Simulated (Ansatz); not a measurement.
**A computed series for GaN: pressure series**

Start from GaN in the zinc blende structure (space group F-43m, No. 216; a = 4.5485 Å).

Cell and atoms are relaxed at each pressure.

Computed with DFT with PBE, PAW potentials and a 420 eV plane-wave cutoff in Ansatz (an electronic-structure program), spin-orbit coupling left out.

```json
[
 {"pressure (GPa)": "-2", "band gap (eV)": "1.46"},
 {"pressure (GPa)": "-1", "band gap (eV)": "1.50"},
 {"pressure (GPa)": "0", "band gap (eV)": "1.54"},
 {"pressure (GPa)": "0.9", "band gap (eV)": "?"},
 {"pressure (GPa)": "2.1", "band gap (eV)": "1.62"},
 {"pressure (GPa)": "4.5", "band gap (eV)": "1.70"},
 {"pressure (GPa)": "9", "band gap (eV)": "1.84"},
 {"pressure (GPa)": "15", "band gap (eV)": "2.01"}
]
```

Question: Fit E_g = E₀ + αP + βP² to the rows shown and predict the withheld row.

Answer: Least squares on the printed values gives E₀ = 1.54 eV, α = 37.6 meV/GPa, β = -0.42 meV/GPa² (largest residual 0.00 eV); this predicts 1.57 eV, and the run gives 1.57 eV, in agreement.

Load acts through the strain it causes; cell and atoms are relaxed under it. Stability against distortions was not tested. Tetrahedral semiconductors of this kind turn to denser phases somewhere between about 1 and 50 GPa; those were not computed, so compressed cells here can lie past the real transition. This is not the structure that GaN has at room temperature and ambient pressure.
